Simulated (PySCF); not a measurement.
PySCF 2.14.0, PBE0/def2-svp, df: Cr(O)(NMe)(F)(OMe) (C[N]=[Cr](=[O])([F])[O]C), 13 atoms. The geometry is a generated start, not checked to be a minimum at this level.

```yaml
task: energy
method: pbe0
basis: def2-svp
two_electron_scheme: density fitting
mol.max_memory: 3000 MB
mf.max_cycle: 100
mf.conv_tol: 1e-09 (default)
mf.grids.level: 3 (default)
basis_functions: 145
grid_points: 164320
```

```xyz
13

Cr    -0.5271     0.6309     0.7762
O      0.1170     1.9458     1.3172
N     -0.7277     0.7099    -0.8504
C     -0.7091     1.0647    -2.1898
H     -1.6955     1.4453    -2.4764
H      0.0260     1.8626    -2.3617
H     -0.4690     0.2027    -2.8240
F     -2.1783     0.5235     1.3520
O      0.3349    -0.7482     1.1699
C      1.2689    -1.7115     1.4627
H      0.7651    -2.6026     1.8573
H      1.8187    -1.9895     0.5524
H      1.9762    -1.3337     2.2144
```

Charge 0 and multiplicity 1 are set for this test and not shown to be the ground state.

With the defaults (mf.DIIS = CDIIS, mf.diis = true, mf.damp = 0, mf.diis_start_cycle = 1, mf.level_shift = 0, mf.diis_space = 8, mf.init_guess = minao) it converges in 17 Fock builds. One run each on 2 threads, 1 BLAS thread, with these changes:
- mf.DIIS = EDIIS
- mf.level_shift = 0.3 Hartree
- mf.init_guess = 1e
- mf.diis = false, mf.damp = 0.7, mf.diis_start_cycle = 999
- mf.diis = false
- mf.damp = 0.3, mf.diis_start_cycle = 4
- mf.init_guess = atom
- mf.level_shift = 0.1 Hartree
- mf.diis_space = 12

**Question.** Which of these changes keep the SCF from converging, or lead it to another solution?

**Answer.** No convergence: mf.DIIS = EDIIS; mf.diis = false; mf.diis = false, mf.damp = 0.7, mf.diis_start_cycle = 999 (the run ends without SCF convergence in 100 cycles). The rest reach the solution of the defaults.

```json
[
 {"setting": "the defaults", "Fock builds": "17", "end": "same solution"},
 {"setting": "mf.diis_space = 12", "Fock builds": "17", "end": "same solution"},
 {"setting": "mf.init_guess = atom", "Fock builds": "19", "end": "same solution"},
 {"setting": "mf.level_shift = 0.1 Hartree", "Fock builds": "20", "end": "same solution"},
 {"setting": "mf.init_guess = 1e", "Fock builds": "25", "end": "same solution"},
 {"setting": "mf.level_shift = 0.3 Hartree", "Fock builds": "25", "end": "same solution"},
 {"setting": "mf.damp = 0.3, mf.diis_start_cycle = 4", "Fock builds": "30", "end": "same solution"},
 {"setting": "mf.DIIS = EDIIS", "Fock builds": "101", "end": "no convergence"},
 {"setting": "mf.diis = false", "Fock builds": "101", "end": "no convergence"},
 {"setting": "mf.diis = false, mf.damp = 0.7, mf.diis_start_cycle = 999", "Fock builds": "101", "end": "no convergence"}
]
```
